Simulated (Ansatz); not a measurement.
Consider Li2O in the anti-CdI2 type structure (space group P-3m1, No. 164; a = 3.070 Å, c = 3.854 Å; a hypothetical phase, not in the database extracts checked; layered, stacked along the Cartesian z axis).

Computed with r2SCAN+rVV10, PAW, 500 eV (Ansatz, a quantum-chemistry and plane-wave program; no spin-orbit coupling).

One change was made to it. Results:

```json
[
 {"quantity": "c/a ratio", "base": "1.255", "after": "1.013"},
 {"quantity": "smallest direct gap", "base": "2.44 eV", "after": "4.76 eV"},
 {"quantity": "width of the top valence band", "base": "1.08 eV", "after": "2.43 eV"},
 {"quantity": "shortest interatomic distance", "base": "1.896 Å", "after": "1.831 Å"}
]
```

**Question.** Which change produced these results?
A) pressure 3 GPa
B) pressure 15 GPa
C) pressure 30 GPa
D) pressure 50 GPa

**Answer.** B, pressure 15 GPa. For comparison, the smallest direct gap in the other runs: pressure 50 GPa gives 7.17 eV; pressure 3 GPa gives 3.20 eV; pressure 30 GPa gives 5.95 eV.

From pressure 15 GPa on, the axis ratios lie over 15 % from the base's, so the cell there is far from its starting form. Load acts through the strain it causes; cell and atoms are relaxed under it. No phonon test of stability was made. No other phases were tried under pressure.
